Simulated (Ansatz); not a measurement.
System: Zn-vacancy pair (Zn on one host Al site, one Al site vacant) in fcc Al (neutral cell). Level of theory: PBE, PAW (plane waves to 420 eV; Ansatz, a first-principles code).

Settings: 32 host sites, the relaxed PBE lattice, a 4×4×4 k-point mesh shifted by half a step, smearing 0.10 eV, spin-restricted, no image-charge correction. No zero-point or tunnelling terms. Forms of the defect that were not tried may lie lower.

Barriers: single points on a 6×6×6 k-point mesh shifted by half a step at the bands' geometries.

Relaxed starting cell (atoms counted from 1):

```
CELL_PARAMETERS angstrom
      8.08392     0.00000     0.00000
      0.00000     8.08392     0.00000
      0.00000     0.00000     8.08392
ATOMIC_POSITIONS crystal
  Zn 0.99938 0.00733 0.00770
  Al 0.99935 0.00356 0.49894
  Al 0.99939 0.49852 0.00405
  Al 0.99935 0.49813 0.49853
  Al 0.49939 0.00002 0.00061
  Al 0.49940 0.99999 0.50253
  Al 0.49931 0.50210 0.00049
  Al 0.49937 0.50168 0.50218
  Al 0.99929 0.25084 0.75220
  Al 0.99937 0.75164 0.25135
  Al 0.99936 0.75076 0.75120
  Al 0.49930 0.25115 0.25165
  Al 0.49926 0.25101 0.75131
  Al 0.49941 0.75079 0.25144
  Al 0.49927 0.74996 0.75057
  Al 0.24554 0.00413 0.25149
  Al 0.24990 0.99979 0.75197
  Al 0.24623 0.49770 0.25147
  Al 0.25090 0.50156 0.75087
  Al 0.75317 0.00420 0.25119
  Al 0.74864 0.99979 0.75192
  Al 0.75232 0.49767 0.25126
  Al 0.74762 0.50160 0.75077
  Al 0.24565 0.25075 0.00461
  Al 0.24646 0.25094 0.49826
  Al 0.24992 0.75157 0.00036
  Al 0.25113 0.75040 0.50213
  Al 0.75305 0.25093 0.00444
  Al 0.75239 0.25091 0.49820
  Al 0.74881 0.75149 0.00013
  Al 0.74771 0.75040 0.50198
```

End state 1 differs by these moves (Å; atoms that move under 0.08 Å are left out):

```json
[
 {"atom": "1", "element": "Zn", "Δx": "0.00", "Δy": "1.91", "Δz": "1.91"}
]
```

Give the forward and backward barriers to end state 1 at the level PBE, PAW.

forward 0.33 eV, backward 0.33 eV; at the saddle point atom 1 has neighbours 4 Al at 2.58, 2 Al at 3.13, 2 Al at 3.15 Å. The saddle point's order was not checked, and it lies on a symmetry element of the cell, where a band can be held.

End state 2 differs by these moves (Å; atoms that move under 0.08 Å are left out):

| atom | element | Δx | Δy | Δz |
|---|---|---|---|---|
| 1 | Zn | 0.06 | -0.06 | 0.00 |
| 16 | Al | -1.96 | 1.96 | 0.00 |

Give the forward and backward barriers to end state 2 at the level PBE, PAW.

forward 0.55 eV, backward 0.55 eV; at the saddle point atom 16 has neighbours 2 Al at 2.63, Al at 2.66, 2 Al at 3.08, 2 Al at 3.19; Zn at 2.57 Å. The saddle point's order was not checked, and it lies on a symmetry element of the cell, where a band can be held.

End state 3 differs by these moves (Å; atoms that move under 0.08 Å are left out):

```
atom  element    Δx     Δy     Δz
----  -------  ----  -----  -----
4          Al  0.00  -1.96  -1.96
```

Estimate the forward and backward barriers to end state 3 that PBE, PAW returns for this input.

forward 0.58 eV, backward 0.54 eV; at the saddle point atom 4 has neighbours 4 Al at 2.63, 4 Al at 3.12 Å. The saddle point's order was not checked, and it lies on a symmetry element of the cell, where a band can be held.
